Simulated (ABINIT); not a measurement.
A short convergence ladder for BePd (Pm-3m, 2 atoms in the cell)

```
CELL_PARAMETERS angstrom
      2.80321     0.00000     0.00000
      0.00000     2.80321     0.00000
      0.00000     0.00000     2.80321
ATOMIC_POSITIONS crystal
  Be 0.00000 0.00000 0.00000
  Pd 0.50000 0.50000 0.50000
```

Base method: LDA (PW92), PAW (JTH v2.0 LDA PAW) (plane waves; ABINIT).

Base settings: pseudos = [Be.LDA_PW-JTH.xml, Pd.LDA_PW-JTH.xml]; ecut = 24 Ha; pawecutdg = 48 Ha; pawxcdev = 0; occopt = 3; tsmear = 0.1 eV; ngkpt = 7 7 7; nshiftk = 1; shiftk = 0 0 0; potentials = JTH v2.0 LDA PAW.

Core times come from one kind of shared machine, to one figure; runs under 30 s give none.

**The force threshold of a relaxation**

On BePd (P4mm, 2 atoms in the cell): one atom moved by 0.15 angstrom.

In this ladder: ionmov = 2; ntime = 40.

The mesh stays at the base's, so the ladder's end is converged at best in this setting alone.

Only quantities that move along the ladder and can be compared are tabulated.

```tsv
tolmxf	largest force left (eV/Å)	relaxation steps	core time / last (rough)
0.00389 Ha/bohr	0.0190	3	0.7
0.00194 Ha/bohr	0.0190	3	0.7
0.000972 Ha/bohr	0.0190	3	0.7
0.000583 Ha/bohr	0.0190	3	0.7
0.000389 Ha/bohr	0.0190	3	0.8
0.000194 Ha/bohr	0.0001	4	1
9.72e-05 Ha/bohr	0.0001	4	1.0
3.89e-05 Ha/bohr	0.0001	4	1
1.94e-05 Ha/bohr	0.0001	4	1
```

Coarsest tolmxf that holds the largest force left within 0.005 eV/Å of the last step, with all finer ones: 0.000194 Ha/bohr; the step before is off by 0.019 eV/Å.

On the base run: the starting cell comes from a database of computed structures (which also holds hypothetical and non-ambient phases and stackings), without a prior relaxation at this level. Its lattice was rescaled by up to half a per cent. Spin polarisation is off. In the base run, with a pressure of about -6 GPa the cell is away from its equilibrium volume at this level.
